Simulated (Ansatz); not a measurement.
Results of PBEsol in Ansatz (PAW) for Co₃NiB (model structure, started from the Mn3GaN type, Pm-3m, No. 221, 5 atoms in the cell).

Numerical settings: plane-wave cutoff 520 eV, 14×14×14 k mesh, Fermi–Dirac smearing 0.05 eV, spin-polarised with parallel moments, scalar-relativistic PAW data made under PBE.

Cell (relaxed at this level):

```cif
data_BCo3Ni
_chemical_formula_sum 'Co3 Ni1 B1'
_space_group_name_H-M_alt 'P 1'
_space_group_IT_number 1
_cell_length_a 3.70649
_cell_length_b 3.70649
_cell_length_c 3.70649
_cell_angle_alpha 90.000
_cell_angle_beta 90.000
_cell_angle_gamma 90.000
loop_
_space_group_symop_operation_xyz
  'x, y, z'
loop_
_atom_site_label
_atom_site_type_symbol
_atom_site_fract_x
_atom_site_fract_y
_atom_site_fract_z
_atom_site_occupancy
Co1 Co 0.50000 0.50000 0.00000 1
Co2 Co 0.00000 0.50000 0.50000 1
Co3 Co 0.50000 0.00000 0.50000 1
Ni1 Ni 0.00000 0.00000 0.00000 1
B1 B 0.50000 0.50000 0.50000 1
```
Starting moments (μB, in the order of the record's atoms Co Co Co Ni B): 3.0 3.0 3.0 2.0 0.0.

Q: Give the computed bulk modulus.

A: 
- bulk modulus: 219 GPa

The run finds no gap.

Note: the magnetic order was assumed, not searched for or taken from measurement; the bulk modulus is −V dP/dV from two relaxed cells at ±2 % in volume; the moments ended far under their starting size, a low-moment state that need not be the lowest; the relaxation could raise the start's symmetry but not lower it, so the cell can be a saddle point.

Computed values are for the static lattice.

It cost about 7 core-minutes (a rough figure) of CPU time.

A model structure was made by putting elements into a prototype or built by hand; it is no filed structure, need not be a known phase, and can be a saddle point held by its symmetry.

Ansatz is an electronic-structure program.
